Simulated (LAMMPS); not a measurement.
MD of Cu (fcc) at zero pressure, 2048 atoms, as a liquid; each row is its own run.

Method: classical MD, pair style eam/alloy, file Cu_zhou.eam.alloy; code LAMMPS.

| T (K) | volume (Å³/atom) |
|---|---|
| 750 | 12.568 |
| 950 | 12.857 |
| 1220 | 13.250 |
| 1360 | 13.448 |
| 1490 | 13.627 |
| 1700 | 13.905 |
| 1770 | 13.998 |
| 1900 | 14.164 |
| 2170 | 14.503 |

Problem. Fit a straight line, y = a + b x, to these rows (x is the first column, y the second) and predict the run at x = 1090.

Solution. Least squares gives a = 11.568 and b = 0.001368. At x = 1090 the fit predicts 13.059 Å³/atom. The run itself gave 13.062 ± 0.004 Å³/atom, so the fit is 0.023 % low, within the run's error.

Caution (rows 750; 950; 1090): this liquid lies under the melting point of about 1140 K that EAM-type Cu_zhou.eam.alloy gives, so it is undercooled.
